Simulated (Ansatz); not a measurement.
A computed series for C: pressure series

The parent structure is C in the graphite type structure (space group P6_3/mmc, No. 194; layered, stacked along the Cartesian z axis).

```
C
1.0
    2.45522     0.00000     0.00000
   -1.22761     2.12628     0.00000
    0.00000     0.00000     6.67052
C
4
Direct
  0.00000   0.00000   0.25000
  0.00000   0.00000   0.75000
  0.33333   0.66667   0.25000
  0.66667   0.33333   0.75000
```

Cell and atoms are relaxed at each pressure.

All numbers come from r2SCAN+rVV10 (Ansatz, a first-principles code; PAW; 500 eV plane waves; without spin-orbit coupling), earlier PAW set.

```
case               c/a ratio  lattice parameter a
----------------  ----------  -------------------
base                   2.717           4.640 bohr
pressure −2 GPa   (withheld)           (withheld)
pressure −1 GPa        2.793           4.644 bohr
pressure 0.3 GPa       2.699           4.639 bohr
pressure 0.7 GPa       2.677           4.637 bohr
pressure 1.5 GPa  (withheld)           4.634 bohr
pressure 3 GPa         2.583           4.629 bohr
pressure 5 GPa         2.526           4.622 bohr
pressure 7.5 GPa       2.471           4.614 bohr
pressure 10 GPa        2.426           (withheld)
```

Problem. Fill in the withheld entries from the trend.

Solution. 
- pressure −2 GPa, c/a ratio: 2.935
- pressure −2 GPa, lattice parameter a: 4.648 bohr
- pressure 1.5 GPa, c/a ratio: 2.639
- pressure 10 GPa, lattice parameter a: 4.606 bohr

A case with no gap was solved on a k-mesh chosen for an insulator, which is coarse for it. Load acts through the strain it causes; cell and atoms are relaxed under it. No phonon test of stability was made. Competing high-pressure phases were not computed.
